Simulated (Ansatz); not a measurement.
A calculation on Si₃N₄ (P6₃/m, No. 176) returned lattice constant a 7.664 Å, lattice parameter c 2.927 Å, equilibrium volume per atom 10.63 Å³/atom.

For reference: equilibrium volume per atom 10.41 Å³/atom (measured, temperature not stated, no zero-point or thermal correction, from a published cell, pressure not stated; as tabulated in Ceramics International 21, 137 (1995)).

### Question
Which level of theory produced these numbers?
(A) PBE-D3(BJ) (Ansatz, a quantum-chemistry and plane-wave program)
(B) r²SCAN-D4 (Ansatz)
(C) r²SCAN+rVV10 (Ansatz)
(D) PBE (Ansatz)

### Answer
D, PBE (Ansatz)

The others give: PBE-D3(BJ) 7.620 Å, 2.911 Å, 10.46 Å³/atom; r²SCAN+rVV10 7.597 Å, 2.903 Å, 10.37 Å³/atom; r²SCAN-D4 7.589 Å, 2.900 Å, 10.33 Å³/atom.

Unless a cell is named, each level is at its own relaxed cell (PBE 10.63, PBE-D3(BJ) 10.46, r²SCAN-D4 10.33, r²SCAN+rVV10 10.37 Å³/atom).

Ansatz's density-functional and Hartree–Fock values are scalar-relativistic unless marked +SOC, with PAW data made under PBE.
